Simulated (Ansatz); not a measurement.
**A computed series for HfN: response to strain**

The reference is HfN in the rock salt structure (space group Fm-3m, No. 225; a = 4.502 Å; relaxed with 0.1 eV smearing). Axes: x, y, z lie along the cube axes.

Strains are applied to the cell and any free atomic positions relax; under biaxial strain the out-of-plane vector relaxes too.

The values are results of plane-wave PAW DFT at the PBEsol level (Ansatz, a program for electronic structure, 420 eV), spin-orbit coupling left out, not measurements.

Candidates:
(a) biaxial strain +2.50 %, plane normal [001], relaxed out of plane
(b) biaxial strain +0.50 %, plane normal [001], relaxed out of plane
(c) biaxial strain +1.00 %, plane normal [001], relaxed out of plane
(d) biaxial strain +2.00 %, plane normal [001], relaxed out of plane

Order them by out-of-plane strain, highest first.

(b) biaxial strain +0.50 %, plane normal [001], relaxed out of plane (-0.17 %), (c) biaxial strain +1.00 %, plane normal [001], relaxed out of plane (-0.35 %), (d) biaxial strain +2.00 %, plane normal [001], relaxed out of plane (-0.68 %), (a) biaxial strain +2.50 %, plane normal [001], relaxed out of plane (-0.85 %)

Whether these cells are dynamically stable was not tested. All final runs are without spin polarisation. An odd electron count without spin: HfN.
